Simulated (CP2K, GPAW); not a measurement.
A GPAW input for a self-consistent single point of Mg₂Cu (Ibam, 6 atoms in the cell) (DFT LDA (Perdew-Wang 92), plane waves, GPAW PAW datasets LDA (gpaw-data 1.0.1)):

```python
from ase import Atoms
from ase.units import GPa
from gpaw import GPAW

atoms = Atoms(['Mg', 'Mg', 'Mg', 'Mg', 'Cu', 'Cu'],
              cell=[[-3.195270, 3.201470, 2.594915],
                    [3.195270, -3.201470, 2.594915],
                    [3.195270, 3.201470, -2.594915]],
              scaled_positions=[[0.667950, 0.832110, 0.500060],
                                [0.332050, 0.167890, 0.499940],
                                [0.832050, 0.332110, 0.164160],
                                [0.167950, 0.667890, 0.835840],
                                [0.750000, 0.750000, 0.000000],
                                [0.250000, 0.250000, 0.000000]],
              pbc=True)

calc = GPAW(mode={'name': 'pw', 'ecut': 850},
            xc='LDA',
            kpts=(5, 5, 5),
            occupations={'name': 'fermi-dirac', 'width': 0.1},
            nbands=-12,
            convergence={'forces': 0.001},
            symmetry={'symmorphic': False, 'tolerance': 0.0005},
            maxiter=150,
            txt='-')

atoms.calc = calc

energy = atoms.get_potential_energy()
print('Energy (eV):', round(energy, 6))
forces = atoms.get_forces()
print('Forces (eV/Ang):')
print(forces.round(5))
stress = atoms.get_stress()
print('Stress (GPa, Voigt):', (stress / GPa).round(4))
```

Question: Give the CP2K input for the same structure, mesh, smearing and functional.

Answer: One input that does it (others would too):

```
&GLOBAL
  PROJECT bulk
  RUN_TYPE ENERGY_FORCE
  PRINT_LEVEL LOW
&END GLOBAL
&FORCE_EVAL
  METHOD Quickstep
  STRESS_TENSOR ANALYTICAL
  &DFT
    BASIS_SET_FILE_NAME BASIS_MOLOPT
    POTENTIAL_FILE_NAME GTH_POTENTIALS
    &QS
      METHOD GPW
      EPS_DEFAULT 1E-10
    &END QS
    &MGRID
      CUTOFF 1000
      REL_CUTOFF 50
      NGRIDS 5
    &END MGRID
    &SCF
      SCF_GUESS ATOMIC
      EPS_SCF 1E-6
      MAX_SCF 100
      ADDED_MOS 11
      &DIAGONALIZATION
        ALGORITHM STANDARD
      &END DIAGONALIZATION
      &MIXING
        METHOD BROYDEN_MIXING
        ALPHA 0.2
        NBUFFER 10
      &END MIXING
      &SMEAR ON
        METHOD FERMI_DIRAC
        ELECTRONIC_TEMPERATURE [K] 1160.45
      &END SMEAR
    &END SCF
    &KPOINTS
      SCHEME MONKHORST-PACK 5 5 5
    &END KPOINTS
    &XC
      &XC_FUNCTIONAL PADE
      &END XC_FUNCTIONAL
    &END XC
    &PRINT
      &MO
        EIGENVALUES T
        OCCUPATION_NUMBERS T
        NDIGITS 8
        FILENAME mo
        &EACH
          QS_SCF 0
        &END EACH
        ADD_LAST NUMERIC
      &END MO
      &MULLIKEN OFF
      &END MULLIKEN
    &END PRINT
  &END DFT
  &SUBSYS
    &CELL
      A 5.21466600 0.00000000 0.00000000
      B -2.63211000 4.50163700 0.00000000
      C -1.28367300 -2.25518200 4.52317200
      PERIODIC XYZ
    &END CELL
    &COORD
      Mg       0.65101758     2.61813085     2.26185739
      Mg       0.64786542    -0.37167585     2.26131461
      Mg       3.25398503     1.12482799     0.74252392
      Mg      -1.95510203     1.12162701     3.78064808
      Cu       1.93691700     3.37622775     0.00000000
      Cu       0.64563900     1.12540925     0.00000000
    &END COORD
    &KIND Mg
      BASIS_SET DZVP-MOLOPT-SR-GTH
      POTENTIAL GTH-PADE-q10
    &END KIND
    &KIND Cu
      BASIS_SET DZVP-MOLOPT-SR-GTH
      POTENTIAL GTH-PADE-q11
    &END KIND
  &END SUBSYS
  &PRINT
    &FORCES ON
    &END FORCES
    &STRESS_TENSOR ON
    &END STRESS_TENSOR
  &END PRINT
&END FORCE_EVAL
```

Basis settings and potentials, where a program has them, do not carry over. This input uses DFT LDA (Pade form), GPW, DZVP-MOLOPT-SR-GTH basis, GTH-PADE potentials (GTH_POTENTIALS). LDA parametrisations can differ slightly between programs.

The starting cell comes from a database of computed structures (which also holds hypothetical and non-ambient phases and stackings), without a prior relaxation at this level.
